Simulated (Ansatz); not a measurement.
Base system: KI in the rock salt structure (space group Fm-3m, No. 225).

```
CELL_PARAMETERS angstrom
      0.00000     3.50280     3.50280
      3.50280     0.00000     3.50280
      3.50280     3.50280     0.00000
ATOMIC_POSITIONS crystal
  K  0.00000 0.00000 0.00000
  I  0.50000 0.50000 0.50000
```

Cartesian axes are those of the cell as printed.

Calculations: PBEsol (Ansatz, an electronic-structure program), no spin-orbit coupling.

For the base:

```
Quantity                            Result
---------------------  -------------------
Electron mass               0.32 mₑ (at Γ)
Valence-band top at Γ  0.00, 0.00, 0.00 eV
Band gap                           3.87 eV
```

Modification: uniaxial strain ε_zz = +3.00 %, all other strain components held at zero, atoms relaxed at fixed cell.

Problem. Estimate the effect on the electron mass.

Solution. The electron mass changes from 0.32 mₑ (at Γ) to 0.31 mₑ along z, 0.33 mₑ across (at Γ).

Problem. What happens to the valence-band top at Γ?

Solution. The valence-band top at Γ (three highest levels, from the VBM) changes from 0.00, 0.00, 0.00 eV to 0.00, 0.00, -0.01 eV.

Problem. What does the calculation give for the band gap after the change?

Solution. The band gap shrinks by 0.066 eV to 3.81 eV.

Problem. Estimate the effect on the energy relative to the base.

Solution. The energy increases by 3.0 meV/atom.

With I present, leaving out spin-orbit coupling can change the band edges. Effective masses come from finite differences of ±0.01 Å⁻¹. Stability against distortions was not tested.
